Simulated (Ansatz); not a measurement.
Tunnelling through a barrier is set by its complex band structure: the current falls as exp(−2κd) with the smallest κ.

Input:

```xyz
6
Lattice="4.2043 0.0000 0.0000 0.0000 4.2043 0.0000 0.0000 0.0000 2.6823" Properties=species:S:1:pos:R:3 pbc="T T T"
Si     0.0000     0.0000     0.0000
Si     2.1022     2.1022     1.3412
O      2.9172     2.9172     0.0000
O      3.3893     0.8150     1.3412
O      1.2871     1.2871     0.0000
O      0.8150     3.3893     1.3412
```

The cell was relaxed by PBE-D3(BJ); by r2SCAN it stands under a pressure of -4.6 GPa.

Transport runs along the normal of the first two printed cell vectors, the (001) plane of the conventional cell.

No gap correction and no spin-orbit coupling; mid-gap is the computed energy nearest the middle.

Problem. Predict the band gap and the smallest decay constant κ at mid-gap from r2SCAN (Ansatz, an electronic-structure program).

Solution. Gap 6.25 eV on a 8×8×12 mesh; κ = 0.415 1/Å, at the zone centre.
